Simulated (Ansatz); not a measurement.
The starting structures come from a database of crystals and need not be the phases stable at ambient conditions.

By PBEsol, the system below comes out a metal.

A figure of merit of an interconnect metal is its ballistic conductance per area.

Consider the following.

```xyz
1
Lattice="2.8677 0.0000 0.0000 -0.9559 2.7037 0.0000 0.9559 1.3518 2.4117" Properties=species:S:1:pos:R:3 pbc="T T T"
Ag     0.0000     0.0000     0.0000
```

Space group of this cell: Fmmm. The cell is strained (lengths along the current scaled by 1.03, ions clamped); by PBEsol its mean pressure is -9.1 GPa.

The current flows along the normal of the first two printed cell vectors. No spin-orbit coupling; the value is a mean over 0.1 eV about the Fermi level.

Problem. Estimate the ballistic conductance per area that Ansatz (a program for electronic structure) with PBEsol returns for this system.

Solution. 0.82 × 10¹⁵ S/m² for both spins.
